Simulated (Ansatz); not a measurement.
## Quick settings and what they miss: Se (P3_121, 3 atoms in the cell)

Self-consistent single point.

```yaml
crystal:
  lattice:
    - [4.54266, 0.00000, 0.00000]
    - [-2.27133, 3.93406, 0.00000]
    - [0.00000, 0.00000, 5.02062]
  atoms:
    - { symbol: Se, position: [0.21789, 0.00000, 0.33333] }
    - { symbol: Se, position: [0.00000, 0.21789, 0.66667] }
    - { symbol: Se, position: [0.78211, 0.78211, 0.00000] }
```

Computed with PBE, PAW files (plane waves; Ansatz, an electronic-structure program).

Base settings: basis.ecutwfc = 420 eV; kpoints.mp_grid.grid = 6 6 5; hamiltonian.xc = pbe; hamiltonian.pseudopotentials = {kind: paw} (the program's default PAW files); scf.occupations.method = fixed.

Tight run (finer mesh or higher cutoff; not a proven limit): basis.ecutwfc: 420 eV → 590 eV; kpoints.mp_grid.grid: 6 6 5 → 9 9 7; scf.convergence.dr2_threshold: default (1e-07 eV) → 1e-09 eV. It gave top of the valence band (on the code's own zero) 5.28 eV; gap on the k-point mesh 1.27 eV; pressure 0.19 GPa; largest force (vector length) 0.029 eV/Å.

Quick runs, as changes from the base:
- A: the base itself
- B: basis.ecutwfc: 420 eV → 210 eV; kpoints.mp_grid.grid: 6 6 5 → 2 2 2; scf.occupations.method: fixed → fermi_dirac; scf.occupations.width: default → 0.5 eV; scf.convergence.dr2_threshold: default (1e-07 eV) → 0.0001 eV
- C: basis.ecutwfc: 420 eV → 295 eV; kpoints.mp_grid.grid: 6 6 5 → 8 8 8
- D: basis.ecutwfc: 420 eV → 335 eV; kpoints.mp_grid.grid: 6 6 5 → 2 2 2; scf.occupations.method: fixed → fermi_dirac; scf.occupations.width: default → 0.5 eV
- E: basis.ecutwfc: 420 eV → 250 eV; kpoints.mp_grid.grid: 6 6 5 → 6 6 6; scf.convergence.dr2_threshold: default (1e-07 eV) → 0.001 eV
- F: basis.ecutwfc: 420 eV → 250 eV; kpoints.mp_grid.grid: 6 6 5 → 1 1 1; scf.occupations.method: fixed → gaussian; scf.occupations.width: default → 0.2 eV; scf.convergence.dr2_threshold: default (1e-07 eV) → 0.001 eV
- G: kpoints.mp_grid.grid: 6 6 5 → 4 4 4; hamiltonian.xc: pbe → b3lyp [B3LYP]
- H: kpoints.mp_grid.grid: 6 6 5 → 3 3 3; hamiltonian.xc: pbe → hse06 [HSE06]

Energies are extrapolated to zero smearing width, which holds to low order in the width alone.

Dashes: gap of B, D, left out as unsure on this mesh or at this smearing; energy of G, H, another energy zero; count of G, H, another kind of functional, whose work the count does not hold.

Gaps are read on each run's own mesh, which may miss the band edges.

† marks runs with another functional, U, potentials or spin treatment: their distance from the tight run is not a convergence error alone.

The count of work is k-points × plane waves × bands × iterations; it is no time. 

Pressures in the table are Ansatz's without its Pulay estimate, at a fixed set of plane waves; the tight run's value above holds the estimate.

The starting cell comes from a database of computed structures (which also holds hypothetical and non-ambient phases and stackings), without a prior relaxation at this level. Its lattice was rescaled by a random factor within 2.5 % of one.

```tsv
run	energy less tight (meV/atom)	pressure less tight (GPa)	largest miss in a force vector (eV/Å)	gap on the mesh less tight (eV)	count of work / tight
A	0.4	-0.01	0.001	0.215	0.19
B	2574.1	-65.96	0.263	–	0.0099
C	49.3	-2.76	0.007	-0.086	0.26
D	103.4	0.77	0.407	–	0.024
E	464.0	-18.63	0.070	-0.201	0.076
F	1363.3	-12.89	2.127	0.950	0.0027
G†	–	0.71	0.204	1.242	–
H†	–	-1.86	0.563	1.256	–
```

Among the runs at the tight run's level, the energy misses run from 0.4 to 2574.1 meV/atom.

Keys are those of Ansatz 0.2.
